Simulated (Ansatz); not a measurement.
Take IrO2 in the rutile structure (space group P4_2/mnm, No. 136) as the base.

```xyz
6
Lattice="4.5293 0.0000 0.0000 0.0000 4.5293 0.0000 0.0000 0.0000 3.1799" Properties=species:S:1:pos:R:3 pbc="T T T"
Ir     2.2647     2.2647     1.5900
Ir     0.0000     0.0000     0.0000
O      3.6617     3.6617     1.5900
O      1.3970     3.1323     0.0000
O      3.1323     1.3970     0.0000
O      0.8676     0.8676     1.5900
```

Levels (all Ansatz, a first-principles code, PAW, earlier PAW set): PBE (420 eV, no spin-orbit coupling); PBEsol (420 eV, no spin-orbit coupling).

Levels that relaxed their own cell: PBE and PBEsol.

```json
[
 {"level": "PBE", "lattice parameter a": "4.529 Å", "lattice parameter c": "3.180 Å"},
 {"level": "PBEsol", "lattice parameter a": "4.472 Å", "lattice parameter c": "3.154 Å"}
]
```

Measured: lattice parameter a 4.5051 Å (room temperature; as listed in Zenji Hiroi, Progress in Solid State Chemistry (2015)); lattice parameter c 3.1586 Å (room temperature; as listed in Zenji Hiroi, Progress in Solid State Chemistry (2015)).

Computed minus measured — lattice parameter a: PBE +0.5 %, PBEsol -0.7 % (closest: PBE); lattice parameter c: PBE +0.7 %, PBEsol -0.2 % (closest: PBEsol). Measured values not marked as corrected hold thermal and zero-point effects that the static-lattice runs lack.

Whether these cells are dynamically stable was not tested. No Hubbard U is applied, and correlation can decide whether such a compound is a metal. The final runs are not spin-polarised.
